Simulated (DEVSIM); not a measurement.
Device: Co/SiO2/p-InP capacitor, at 300 K.

```csv
layer (left to right),material,thickness (nm),Na (cm⁻³)
1,SiO2,35.0,-
2,InP,2000,1e17
```

Metal gate on the left, work function 5 eV. Fixed charge at the semiconductor interface 0 cm⁻² (in units of +e); interface traps 7.3e11 cm⁻² eV⁻¹, uniform in energy, neutral level at 0.5 of the gap above the valence band.

This is a model device: material constants are rounded textbook-type values typed into the input, and sizes, dopings and lifetimes were drawn at random. Values at 300 K.

```tsv
parameter	SiO2	InP
gap (eV)	9	1.344
affinity (eV)	0.9	4.38
permittivity	3.9	12.5
Nc (cm⁻³)	-	5.7e17
Nv (cm⁻³)	-	1.1e19
```

DEVSIM, 1D Poisson equation in equilibrium, Boltzmann statistics, complete ionisation; no quantum confinement or tunnelling. Metal contacts follow the ideal Schottky-Mott rule: no Fermi-level pinning, no interface dipoles.

The gate work function was swept, all else fixed.

```
gate work function (eV)  flat-band voltage (V)
-----------------------  ---------------------
4.7                                      -1.55
4.85                                     -1.40
5                                        -1.25
5.15                                     -1.10
5.3                                      -0.95
```

From the first row to the last the flat-band voltage goes from -1.55 to -0.95.
